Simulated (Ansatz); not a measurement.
Consider C (space group Im-3m, No. 229; a = 4.3620 Å; a hypothetical phase, not in the database extracts checked). Axes: x, y, z lie along the cube axes.

Levels (all Ansatz, a first-principles code, PAW): PBEsol (420 eV, without spin-orbit coupling); HSE06 (420 eV, spin-orbit coupling left out).

Its gap is 2.45 eV with PBEsol and 3.64 eV with HSE06.

Modification: uniaxial stress, 2 GPa compression along z; all other stress components relax to zero.

With PBEsol the gap becomes 2.39 eV.

### Question
If the HSE06 correction stayed the same, what would the HSE06 gap be, and what does the HSE06 run give?

### Answer
A rigid correction of +1.19 eV gives 3.58 eV. The HSE06 run gives 3.59 eV, so the two effects roughly add.

Single points use the geometry relaxed with PBEsol. HSE06 gaps are upper bounds (no full band path). Load acts through the strain it causes; cell and atoms are relaxed under it. Beyond what the load breaks, stability against distortions was not tested.
